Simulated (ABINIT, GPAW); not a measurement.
An ABINIT input for a self-consistent single point of NbN (Fm-3m, 2 atoms in the cell) (DFT, PBE, plane waves, norm-conserving pseudopotentials (PseudoDojo nc-sr-05 PBE standard)):

```
# NbN, PseudoDojo nc-sr-05 PBE standard
pp_dirpath "./"
pseudos "Nb.upf, N.upf"
acell 5.9180277602 5.9180277602 5.9180277602
rprim
        -0.0000000000    0.7071067812    0.7071067812
         0.7071067812   -0.0000000000    0.7071067812
         0.7071067812    0.7071067812   -0.0000000000
natom 2
ntypat 2
znucl 41 7
typat 1 2
xcart
         2.2144360000    2.2144360000    2.2144360000
         0.0000000000    0.0000000000    0.0000000000
      Angstrom
ecut 84 Ry
occopt 7
tsmear 0.00183747
nband 14
kptopt 1
ngkpt 13 13 13
nshiftk 1
shiftk 0 0 0
nstep 100
tolvrs 1.0e-12
prtwf 0
prtden 0
```

Problem. Translate this input to GPAW.

Solution. This is the input that was run; spellings and numerical settings could be chosen otherwise.

```python
from ase import Atoms
from ase.units import GPa
from gpaw import GPAW

atoms = Atoms(['Nb', 'N'],
              cell=[[0.000000, 2.214436, 2.214436],
                    [2.214436, 0.000000, 2.214436],
                    [2.214436, 2.214436, 0.000000]],
              positions=[[2.214436, 2.214436, 2.214436],
                         [0.000000, 0.000000, 0.000000]],
              pbc=True)

calc = GPAW(mode={'name': 'pw', 'ecut': 950},
            xc='PBE',
            kpts=(13, 13, 13),
            occupations={'name': 'methfessel-paxton', 'width': 0.05, 'order': 0},
            nbands=-6,
            symmetry={'symmorphic': False, 'tolerance': 0.0005},
            maxiter=100,
            txt='-')

atoms.calc = calc

energy = atoms.get_potential_energy()
print('Energy (eV):', round(energy, 6))
forces = atoms.get_forces()
print('Forces (eV/Ang):')
print(forces.round(5))
stress = atoms.get_stress()
print('Stress (GPa, Voigt):', (stress / GPa).round(4))
```

Basis settings and potentials, where a program has them, do not carry over. This input uses DFT PBE, plane waves, GPAW PAW datasets PBE (gpaw-data 1.0.1).

The starting cell comes from a database of computed structures (which also holds hypothetical and non-ambient phases and stackings), without a prior relaxation at this level. Its lattice was rescaled by a random factor within 2.5 % of one.
